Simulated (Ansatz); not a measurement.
Start from MgSe in the rock salt structure (space group Fm-3m, No. 225).

```yaml
crystal:
  lattice:
    - [0.00000, 2.72489, 2.72489]
    - [2.72489, 0.00000, 2.72489]
    - [2.72489, 2.72489, 0.00000]
  atoms:
    - { symbol: Se, position: [0.00000, 0.00000, 0.00000] }
    - { symbol: Mg, position: [0.50000, 0.50000, 0.50000] }
```

Levels (all Ansatz, a quantum-chemistry and plane-wave program, PAW): PBEsol (420 eV, without spin-orbit coupling); r2SCAN (500 eV, no SOC).

Its gap is 1.78 eV with PBEsol and 2.50 eV with r2SCAN.

Now apply this change: cell and atoms relaxed at a pressure of 9 GPa.

With PBEsol the gap becomes 1.95 eV.

**Question.** If the r2SCAN correction stayed the same, what would the r2SCAN gap be, and what does the r2SCAN run give?

**Answer.** A rigid correction of +0.72 eV gives 2.67 eV. The r2SCAN run gives 2.69 eV, so the two effects roughly add.

Single points use the geometry relaxed with PBEsol. Load acts through the strain it causes; cell and atoms are relaxed under it. Whether these cells are dynamically stable was not tested. Competing high-pressure phases were not computed.
